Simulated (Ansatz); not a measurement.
The reference is CsPbCl$_{3}$ in the cubic perovskite structure (space group Pm-3m, No. 221; a = 5.736 Å).

Structures relaxed with DFT with PBE, PAW potentials and a 420 eV plane-wave cutoff in Ansatz (an electronic-structure program), without spin-orbit coupling, earlier PAW set.

Base:

Simulated powder pattern, Co Kα, λ = 1.79026 Å (kinematic, ideal powder, no thermal factors, no anomalous dispersion; the 10 strongest lines at most, above 2 %, up to 2θ = 90°):

```json
[
 {"2θ (°)": "17.96", "I/Imax (%)": "16", "hkl": "(100)"},
 {"2θ (°)": "25.50", "I/Imax (%)": "100", "hkl": "(110)"},
 {"2θ (°)": "36.38", "I/Imax (%)": "46", "hkl": "(200)"},
 {"2θ (°)": "44.95", "I/Imax (%)": "48", "hkl": "(211)"},
 {"2θ (°)": "52.39", "I/Imax (%)": "32", "hkl": "(220)"},
 {"2θ (°)": "59.14", "I/Imax (%)": "22", "hkl": "(310)"},
 {"2θ (°)": "65.45", "I/Imax (%)": "11", "hkl": "(222)"},
 {"2θ (°)": "71.46", "I/Imax (%)": "26", "hkl": "(321)"},
 {"2θ (°)": "82.92", "I/Imax (%)": "14", "hkl": "(411)"},
 {"2θ (°)": "88.52", "I/Imax (%)": "16", "hkl": "(420)"}
]
```

Now apply this change: full substitution Cs → Sr; the structure is relaxed again.

Task: How do the reflections move or split?

Result: 
Simulated powder pattern, Co Kα, λ = 1.79026 Å (kinematic, ideal powder, no thermal factors, no anomalous dispersion; the 10 strongest lines at most, above 2 %, up to 2θ = 90°):

```csv
2θ (°),I/Imax (%),hkl
18.07,40,(100)
25.67,100,(110)
36.62,52,(200)
41.13,22,(210)
45.26,48,(211)
52.75,36,(220)
59.57,22,(310)
71.99,26,(321)
83.58,14,(330)
89.25,18,(420)
```

The indices refer to each structure's own conventional cell; one index is shown for lines that coincide.

Stability against distortions was not tested. As relaxed here, SrPbCl3 is a hypothetical phase, not in the database extracts checked. The final runs are not spin-polarised. An odd electron count without spin: SrPbCl3. Many cubic perovskites are stable only at high temperature; tilts and polar distortions were not tested. This is not the structure that CsPbCl3 has at room temperature and ambient pressure.
